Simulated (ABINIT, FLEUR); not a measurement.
An ABINIT input for a self-consistent single point of SbPbBrO₂ (I4mm, 5 atoms in the cell) (DFT, LDA (PW92), plane waves, PAW (JTH v2.0 LDA PAW)):

```
# SbPbBrO2, JTH v2.0 LDA PAW
pp_dirpath "./"
pseudos "Sb.LDA_PW-JTH.xml, Pb.LDA_PW-JTH.xml, Br.LDA_PW-JTH.xml, O.LDA_PW-JTH.xml"
acell 7.0709708532 7.0709708532 7.0709708532 Angstrom
rprim
        -0.2780332490    0.2780332490    0.9194536556
         0.2780332490   -0.2780332490    0.9194536556
         0.2780332490    0.2780332490   -0.9194536556
natom 5
ntypat 4
znucl 51 82 35 8
typat 1 2 3 4 4
xred
         0.3289500000    0.3289500000    0.0000000000
         0.6388100000    0.6388100000    0.0000000000
         0.9980100000    0.9980100000    0.0000000000
         0.7550200000    0.2550200000    0.5000000000
         0.2550200000    0.7550200000    0.5000000000
ecut 24
pawecutdg 48
pawxcdev 0
occopt 1
nband 26
kptopt 1
ngkpt 7 7 7
nshiftk 1
shiftk 0 0 0
nstep 60
tolvrs 1.0e-11
diemac 4
prtwf 0
prtden 0
prtvol 1
```

Q: Give the FLEUR input for the same structure, mesh, smearing and functional.

A: One input that does it (others would too):

Input of the input generator:

```
SbPbBrO2
&input film=f /
-0.2780332490 0.2780332490 0.9194536556
0.2780332490 -0.2780332490 0.9194536556
0.2780332490 0.2780332490 -0.9194536556
13.3621983478
1.0 1.0 1.0

5
51 0.3289500000 0.3289500000 -0.0000000000
82 0.6388100000 0.6388100000 -0.0000000000
35 0.9980100000 0.9980100000 0.0000000000
8 0.7550200000 0.2550200000 0.5000000000
8 0.2550200000 0.7550200000 0.5000000000

&comp jspins=1 /
&exco xctyp='pz' /
&kpt div1=7 div2=7 div3=7 /
&end /
```

```xml
<?xml version="1.0" encoding="UTF-8" standalone="no"?>
<fleurInput fleurInputVersion="0.39">
   <comment>
      SbPbBrO2                                                                                            
   </comment>
   <calculationSetup>
      <cutoffs Kmax="4.4" Gmax="13.2" GmaxXC="13.2" numbands="0"/>
      <scfLoop itmax="60" minDistance="0.00001" maxIterBroyd="99" imix="Anderson" alpha="0.05" precondParam="0.0" spinf="2.0"/>
      <coreElectrons ctail="T" frcor="F" kcrel="0" coretail_lmax="0"/>
      <xcFunctional name="pz" relativisticCorrections="F"/>
      <magnetism jspins="1"/>
      <soc l_soc="F" theta="0.0" phi="0.0" spav="F"/>
      <expertModes spex="0" secvar="F"/>
      <geometryOptimization l_f="T" forcealpha="1.0" forcemix="BFGS" epsdisp="0.00001" epsforce="0.00001"/>
      <ldaU l_linMix="F" mixParam="0.05" spinf="1.0"/>
   </calculationSetup>
   <cell>
      <bzIntegration valenceElectrons="48.0" mode="hist" fermiSmearingEnergy="0.0001">
         <kPointListSelection listName="default-1"/>
         <!-- k-points included here -->
         <xi:include xmlns:xi="http://www.w3.org/2001/XInclude" href="kpts.xml"> </xi:include>
      </bzIntegration>
      <!-- symmetry operations included here -->
      <xi:include xmlns:xi="http://www.w3.org/2001/XInclude" href="sym.xml"> </xi:include>
      <bulkLattice scale="1.0">
         <bravaisMatrix>
            <row-1>   -3.7151354204212659     3.7151354204212659    12.2859221177369911</row-1>
            <row-2>    3.7151354204212659    -3.7151354204212659    12.2859221177369911</row-2>
            <row-3>    3.7151354204212659     3.7151354204212659   -12.2859221177369911</row-3>
         </bravaisMatrix>
      </bulkLattice>
   </cell>
   <atomSpecies>
      <species name="Antimony (Sb)" element="Sb" atomicNumber="51">
         <mtSphere radius="2.42" gridPoints="853" logIncrement="0.015"/>
         <atomicCutoffs lmax="10" lnonsphr="8"/>
         <electronConfig flipSpins="F">
            <coreConfig>(1s1/2) (2s1/2) (2p1/2) (2p3/2) (3s1/2) (3p1/2) (3p3/2) (4s1/2) (3d3/2) (3d5/2) (4p1/2) (4p3/2)</coreConfig>
            <valenceConfig>(5s1/2) (4d3/2) (4d5/2) (5p1/2) (5p3/2)</valenceConfig>
            <stateOccupation state="(5p1/2)" spinUp="0.5" spinDown="0.5"/>
            <stateOccupation state="(5p3/2)" spinUp="1.0" spinDown="1.0"/>
         </electronConfig>
         <energyParameters s="5" p="5" d="5" f="4"/>
         <lo type="SCLO" l="2" n="4" eDeriv="0"/>
      </species>
      <species name="Lead (Pb)" element="Pb" atomicNumber="82">
         <mtSphere radius="2.63" gridPoints="925" logIncrement="0.015"/>
         <atomicCutoffs lmax="10" lnonsphr="8"/>
         <electronConfig flipSpins="F">
            <coreConfig>(1s1/2) (2s1/2) (2p1/2) (2p3/2) (3s1/2) (3p1/2) (3p3/2) (4s1/2) (3d3/2) (3d5/2) (4p1/2) (4p3/2) (5s1/2) (4d3/2) (4d5/2) (4f5/2) (4f7/2) (5p1/2) (5p3/2)</coreConfig>
            <valenceConfig>(6s1/2) (5d3/2) (5d5/2) (6p1/2) (6p3/2)</valenceConfig>
            <stateOccupation state="(6p1/2)" spinUp="0.3333333333333" spinDown="0.3333333333333"/>
            <stateOccupation state="(6p3/2)" spinUp="0.6666666666667" spinDown="0.6666666666667"/>
         </electronConfig>
         <energyParameters s="6" p="6" d="6" f="5"/>
         <lo type="SCLO" l="2" n="5" eDeriv="0"/>
      </species>
      <species name="Bromine (Br)" element="Br" atomicNumber="35">
         <mtSphere radius="2.63" gridPoints="925" logIncrement="0.014"/>
         <atomicCutoffs lmax="10" lnonsphr="8"/>
         <electronConfig flipSpins="F">
            <coreConfig>(1s1/2) (2s1/2) (2p1/2) (2p3/2) (3s1/2) (3p1/2) (3p3/2) (3d3/2) (3d5/2)</coreConfig>
            <valenceConfig>(4s1/2) (4p1/2) (4p3/2)</valenceConfig>
            <stateOccupation state="(4p1/2)" spinUp="0.8333333333333" spinDown="0.8333333333333"/>
            <stateOccupation state="(4p3/2)" spinUp="1.6666666666667" spinDown="1.6666666666667"/>
         </electronConfig>
         <energyParameters s="4" p="4" d="4" f="4"/>
      </species>
      <species name="Oxygen (O)" element="O" atomicNumber="8">
         <mtSphere radius="1.37" gridPoints="483" logIncrement="0.022"/>
         <atomicCutoffs lmax="6" lnonsphr="4"/>
         <electronConfig flipSpins="F">
            <coreConfig>(1s1/2)</coreConfig>
            <valenceConfig>(2s1/2) (2p1/2) (2p3/2)</valenceConfig>
            <stateOccupation state="(2p1/2)" spinUp="0.6666666666667" spinDown="0.6666666666667"/>
            <stateOccupation state="(2p3/2)" spinUp="1.3333333333333" spinDown="1.3333333333333"/>
         </electronConfig>
         <energyParameters s="2" p="2" d="3" f="4"/>
      </species>
   </atomSpecies>
   <atomGroups>
      <atomGroup species="Antimony (Sb)">
         <relPos label="                   1">.3289500000 .3289500000 .0000000000</relPos>
         <force calculate="T" relaxXYZ="TTT"/>
      </atomGroup>
      <atomGroup species="Lead (Pb)">
         <relPos label="                   2">-.3611900000 -.3611900000 .0000000000</relPos>
         <force calculate="T" relaxXYZ="TTT"/>
      </atomGroup>
      <atomGroup species="Bromine (Br)">
         <relPos label="                   3">-.0019900000 -.0019900000 .0000000000</relPos>
         <force calculate="T" relaxXYZ="TTT"/>
      </atomGroup>
      <atomGroup species="Oxygen (O)">
         <relPos label="                   4">-.2449800000 .2550200000 1.000/2.000</relPos>
         <relPos label="                   5">.2550200000 -.2449800000 1.000/2.000</relPos>
         <force calculate="T" relaxXYZ="TTT"/>
      </atomGroup>
   </atomGroups>
   <output dos="F" band="F" slice="F">
      <checks vchk="F" cdinf="F"/>
      <bandDOS minEnergy="-.5*Htr" maxEnergy="0.5*Htr" sigma="0.015" storeEVData="T"/>
      <vacuumDOS vacdos="F" integ="F" star="F" nstars="0" locx1="0.0" locy1="0.0" locx2="0.0" locy2="0.0" nstm="0" tworkf="0.0"/>
      <unfoldingBand unfoldBand="F" supercellX="1" supercellY="1" supercellZ="1"/>
      <plotting iplot="0" polar="F">
         <plot TwoD="T" vec1="  1.0  0.0  0.0" vec2="  0.0  1.0  0.0" vec3="  0.0  0.0  1.0" zero="  0.0  0.0  0.0" file="plot"/>
      </plotting>
      <chargeDensitySlicing numkpt="0" minEigenval="0.0" maxEigenval="0.0" nnne="0" pallst="F"/>
      <specialOutput eonly="F"/>
      <magneticCircularDichroism mcd="F" energyLo="-10.0" energyUp="0.0"/>
   </output>
  <!-- We include the file relax.xml here to enable relaxations (see documentation) -->
  <xi:include xmlns:xi="http://www.w3.org/2001/XInclude" href="relax.xml"> <xi:fallback/> </xi:include>
</fleurInput>
```

Basis, cutoffs, solver keys and any potentials are the target program's own. This input uses DFT, LDA (Perdew-Zunger), all-electron FLAPW (FLEUR), scalar-relativistic valence. LDA parametrisations can differ slightly between programs.

The starting cell comes from a database of computed structures (which also holds hypothetical and non-ambient phases and stackings), without a prior relaxation at this level.
